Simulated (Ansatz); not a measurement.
Ansatz (a program for electronic structure) run on Sc3SnB (P4mm, 5 atoms in the cell): self-consistent single point.

Level of theory: PBEsol, default PAW files made with PBE (plane waves; Ansatz).

```
Sc3SnB
1.0
    4.64001     0.00000     0.00000
    0.00000     4.64001     0.00000
    0.00000     0.00000     4.64001
Sc Sn B
3 1 1
Direct
  0.50000   0.00000   0.50000
  0.01078   0.50000   0.50000
  0.50000   0.50000   0.00000
  0.00000   0.00000   0.00000
  0.50000   0.50000   0.50000
```

Reference input (self-consistent single point, DFT, PBEsol, plane waves, default PAW files made with PBE): basis.ecutwfc = 420 eV; kpoints.mp_grid.grid = 5 5 5; hamiltonian.xc = pbesol; hamiltonian.pseudopotentials = {kind: paw} (the program's default PAW files); scf.occupations.method = fermi_dirac; scf.occupations.width = 0.1 eV. This run's input differs from it in these lines:

Ansatz 0.2 input:
```diff
@@ -12,3 +12,3 @@
 basis:
-  ecutwfc: 420.0
+  ecutwfc: 210.0
 kpoints:
```

Log, with long lists cut:

```
SCF iter   1: F=—  HF=-12431.541222 eV  |F-HF|=—  |Δ(HF+E_count)|=         —  Δρ=3.64e-2  dr2=5.90e-1  ethr=1.77e-3  ⟨swp⟩=5.1  Hψ=2245  notcnv=0
all-band conjugate gradients solve this SCF's bands
preconditioner: auto → Kerker (q_TF=auto, 2.431 Å⁻¹)
SCF iter   2: F=—  HF=-12431.186463 eV  |F-HF|=—  |Δ(HF+E_count)|=   3.55e-1  Δρ=1.50e-2  dr2=9.04e-2  ethr=1.18e-3  ⟨swp⟩=2.8  Hψ=1205  notcnv=0
SCF iter   3: F=—  HF=-12431.149363 eV  |F-HF|=—  |Δ(HF+E_count)|=   3.71e-2  Δρ=2.55e-3  dr2=3.13e-3  ethr=1.81e-4  ⟨swp⟩=2.1  Hψ=1080  notcnv=0
SCF iter   4: F=—  HF=-12431.150019 eV  |F-HF|=—  |Δ(HF+E_count)|=   6.56e-4  Δρ=4.75e-4  dr2=1.61e-4  ethr=6.25e-6  ⟨swp⟩=2.0  Hψ=682  notcnv=0
SCF iter   5: F=—  HF=-12431.149996 eV  |F-HF|=—  |Δ(HF+E_count)|=   2.30e-5  Δρ=6.49e-5  dr2=4.43e-6  ethr=3.22e-7  ⟨swp⟩=2.0  Hψ=646  notcnv=0
SCF iter   6: F=—  HF=-12431.150109 eV  |F-HF|=—  |Δ(HF+E_count)|=   1.13e-4  Δρ=2.35e-5  dr2=5.58e-7  ethr=8.86e-9  ⟨swp⟩=2.1  Hψ=856  notcnv=0
SCF iter   7: F=-12431.150109 eV  HF=-12431.150109 eV  |F-HF|=2.37e-8  |Δ(HF+E_count)|=   7.82e-8  Δρ=6.66e-6  dr2=5.76e-8  ethr=2.00e-10  ⟨swp⟩=5.4  Hψ=2045  notcnv=0
SCF 1 converged in 7 iterations: F = -12431.150109 eV  dr2 = 5.76e-8
Free energy (F): -12431.150109 eV
Internal energy: -12431.101144 eV  (E = F + TS)
E sigma→0 (E₀):  -12431.125626 eV
Entropy (-TS):   -0.048965 eV (-9.793 meV/atom)
Fermi energy:    10.278162 eV
--- Forces (eV/Å), atoms counted from 1 ---
  atom   1  Sc     0.11242711     0.00000000     0.00000000
  atom   2  Sc    -0.45207221     0.00000000     0.00000000
  atom   3  Sc     0.11242711    -0.00000000     0.00000000
  atom   4  Sn     0.01480033     0.00000000     0.00000000
  atom   5  B      0.21234835     0.00000000     0.00000000
--- Stress (GPa, compression-positive) ---
       -2.528583      -0.000000       0.000000
       -0.000000      -2.685825       0.000000
        0.000000       0.000000      -2.685825
  P = ⅓ Tr σ = -2.6334 GPa (-26.334 kbar)
  The stress holds the Pulay correction. Without it, at fixed plane waves, as pw.x and ABINIT print it: P = -77.8450 GPa
```

The run converged in 7 iterations. Against the reference run the free energy goes up by 1.72 eV/atom, the pressure goes from -2.04 to -2.63 GPa and the largest force goes from 0.507 to 0.452 eV/Å.

The starting cell comes from a database of computed structures (which also holds hypothetical and non-ambient phases and stackings), without a prior relaxation at this level. Its lattice was rescaled by up to half a per cent. One atom was moved a little off its site on purpose. Ansatz's pressure includes its estimate of the finite-basis (Pulay) stress. Without the estimate this run gives -77.84 GPa. The cutoff lies below the one recommended for these files.
